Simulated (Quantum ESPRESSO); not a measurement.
**Cost against accuracy: ecutwfc for Zr6Al16Pt7 (Fm-3m, 29 atoms in the cell)**

Cell: a = 8.9555 Å, b = 8.9555 Å, c = 8.9555 Å, α = 60.00°, β = 60.00°, γ = 60.00°.

Computed with PBEsol, GBRV 1.5 ultrasoft (PBESOL) pseudopotentials (plane waves; Quantum ESPRESSO 7.5).

Base settings: ecutwfc = 40 Ry; ecutrho = 320 Ry; occupations = smearing; smearing = cold; degauss = 0.0036749 Ry; potentials = {Zr: zr_pbesol_v1.uspp.F.UPF, Al: al_pbesol_v1.uspp.F.UPF, Pt: pt_pbesol_v1.4.uspp.F.UPF}; K_POINTS = automatic 3 3 3 0 0 0; conv_thr = 1e-11 Ry; mixing_beta = 0.3.

Misses are taken against the tightest run, 40 Ry, which need not be fully converged itself. The energy is the free energy per atom.

The count of work is k-points × plane waves × bands × iterations; it is no time, and leaves out set-up, grids and terms that scale otherwise. Core times come from one kind of shared machine and are given to one figure; runs under 30 s give none.

The starting cell comes from a database of computed structures (which also holds hypothetical and non-ambient phases and stackings), without a prior relaxation at this level. Its lattice was rescaled by a random factor within 2.5 % of one. Spin polarisation is off. In the base run, with a pressure of about -11 GPa the cell is away from its equilibrium volume at this level.

| ecutwfc | energy less reference (meV/atom) | pressure less reference (GPa) | largest difference in the force on any atom (eV/Å) | count of work / reference | core time / reference (rough) |
|---|---|---|---|---|---|
| 16 Ry (ecutrho: 320 Ry → 128 Ry) | 6108.83 | -204.83 | 0.089 | 0.27 | 0.3 |
| 20 Ry (ecutrho: 320 Ry → 160 Ry) | 1420.76 | -67.63 | 0.019 | 0.34 | 0.4 |
| 28 Ry (ecutrho: 320 Ry → 224 Ry) | 30.23 | -2.87 | 0.000 | 0.59 | 0.6 |
| 32 Ry (ecutrho: 320 Ry → 256 Ry) | 4.46 | 0.07 | 0.000 | 0.68 | 0.9 |
| 36 Ry (ecutrho: 320 Ry → 288 Ry) | 3.15 | 0.12 | 0.000 | 0.77 | 1.0 |
| 40 Ry | 0.00 | 0.00 | 0.000 | 1.0 | 1 |

The last two settings still differ by 3.2 meV/atom, so the table cannot show that the reference is converged.

Coarsest setting among those run that, with all tighter ones, holds the energy within 20 meV/atom of the reference: 32 Ry (ecutrho: 320 Ry → 256 Ry), off by 4.5 meV/atom; its saving against the reference is no more than about a factor of 2 in the count of work.

Smallest miss in the energy for at most 0.5 times the reference's count of work: 20 Ry (ecutrho: 320 Ry → 160 Ry), with a miss of 1400 meV/atom at a count of 0.34.

The step from 16 Ry (ecutrho: 320 Ry → 128 Ry) to 32 Ry (ecutrho: 320 Ry → 256 Ry): it takes the miss in the energy from 6100 to 4.5 meV/atom, for 2.5 times the count of work and roughly 3 times the time.
